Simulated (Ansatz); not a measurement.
Ti2Bi2O7 (model structure, started from the pyrochlore type, Fd-3m, No. 227, 22 atoms in the cell) was calculated with PBEsol (Ansatz, an electronic-structure program, PAW).

Run with plane-wave cutoff 520 eV, 6×6×6 k mesh, Fermi–Dirac smearing 0.01 eV, no spin polarisation, scalar-relativistic PAW data made under PBE.

Cell (relaxed with PBEsol):

```cif
data_Bi16O56Ti16
_chemical_formula_sum 'Bi16 Ti16 O56'
_space_group_name_H-M_alt 'Fd-3m :1'
_space_group_IT_number 227
_space_group_name_Hall 'F 4d 2 3 -1d'
_cell_length_a 10.29101
_cell_length_b 10.29101
_cell_length_c 10.29101
_cell_angle_alpha 90.000
_cell_angle_beta 90.000
_cell_angle_gamma 90.000
loop_
_atom_site_label
_atom_site_type_symbol
_atom_site_symmetry_multiplicity
_atom_site_Wyckoff_symbol
_atom_site_fract_x
_atom_site_fract_y
_atom_site_fract_z
_atom_site_occupancy
Bi1 Bi 16 d 0.62500 0.62500 0.62500 1
Ti1 Ti 16 c 0.12500 0.12500 0.12500 1
O1 O 48 f 0.00000 0.00000 0.19882 1
O2 O 8 b 0.50000 0.50000 0.50000 1
```
(The calculation used a cell of 22 atoms; values per cell refer to that cell.)

Problem. What does this level give for the band gap, smallest direct gap on the k points sampled and direct gap at Γ?

Solution. 
- band gap = 2.65 eV
- smallest direct gap on the k points sampled = 2.66 eV
- direct gap at Γ = 3.18 eV

Note: the relaxation could raise the start's symmetry but not lower it, so the cell can be a saddle point.

Spin–orbit coupling is not included; with these elements it can move the gap by several tenths of an eV or more.

The computed numbers hold no vibrational or temperature effects.

A model structure was made by putting elements into a prototype or built by hand; it is no filed structure, need not be a known phase, and can be a saddle point held by its symmetry.
